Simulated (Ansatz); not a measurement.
Cost and result by functional for the surface energy of the (322) surface of fcc Ag in its 1x1 cell, outermost plane spacing 0.50 Å in the ideal cut, in Ansatz (plane waves, PAW). Single points on the PBE structure, on one kind of machine; costs are rough ratios of the slab run's core time (references not counted) to the cheapest single point. r2SCAN's cost holds its higher cutoff (500 against 420 eV). Differences are taken against r2SCAN for comparison alone: no measured value is at hand, so the table doesn't rank accuracy.

Slab: 21 atoms, 10.1 Å thick at the start (thin: gaps and levels are the slab's own); k 13x3x1, smearing 0.1 eV, dipole-corrected; all atoms relaxed; held to the start's symmetry, so lower structures may exist; no spin, no spin-orbit, no U. These notes are the PBE run's.

```tsv
functional	relative cost	surface energy (J/m²)	less r2SCAN (J/m²)
RPBE	1	0.62	-0.39
PBEsol	1	1.10	0.09
LDA	1	1.25	0.24
r2SCAN	2	1.01	0.00
PBE (the relaxed run's value)	–	0.83	-0.18
```

The values span 0.63 J/m², while the single points' costs differ by a factor of roughly 2. Differences are of unrounded values.

Ansatz is a first-principles code.
